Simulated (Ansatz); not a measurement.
Base system: TiO2 in the rutile structure (space group P4_2/mnm, No. 136).

```
TiO2
1.0
    4.59673     0.00000     0.00000
    0.00000     4.59673     0.00000
    0.00000     0.00000     2.95369
Ti O
2 4
Direct
  0.00000   0.00000   0.00000
  0.50000   0.50000   0.50000
  0.30461   0.30461   0.00000
  0.80461   0.19539   0.50000
  0.19539   0.80461   0.50000
  0.69539   0.69539   0.00000
```

Cartesian axes are those of the cell as printed.

Calculations: r2SCAN/PAW in Ansatz (an electronic-structure program), scalar-relativistic without spin-orbit coupling.

Before the change:

- Valence-band top at Γ: 0.00, -0.48, -0.48 eV
- Pressure: 0.00 GPa
- Band gap: 2.22 eV

It is then changed as follows: uniaxial strain ε_yy = +0.72 %, all other strain components held at zero; the atoms relax in the strained cell.

Question: What does the calculation give for the valence-band top at Γ, energy relative to the base, pressure and band gap after the change?

Answer: The valence-band top at Γ (three highest levels, from the VBM) becomes 0.00, -0.45, -0.48 eV (base: 0.00, -0.48, -0.48 eV); the energy rises by 0.5 meV/atom; the pressure (mean of the normal stresses, compression positive) goes from zero to -1.54 GPa; the band gap stays 2.22 eV.

No phonon test of stability was made. All final runs are without spin polarisation.
